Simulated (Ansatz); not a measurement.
Consider GaSb in the zinc blende structure (space group F-43m, No. 216; a = 6.112 Å).

Computed with DFT with PBEsol, PAW potentials and a 420 eV plane-wave cutoff in Ansatz (a first-principles code), without spin-orbit coupling, earlier PAW set.

Base values:

- Pressure = 0.0 GPa

The change: an isotropic linear strain of +0.68 %; the atoms relax in the strained cell.

Predict the new energy relative to the base and pressure.

The energy goes up by 1.9 meV/atom; the pressure goes from zero to -1.0 GPa.

No phonon test of stability was made. All final runs are without spin polarisation.
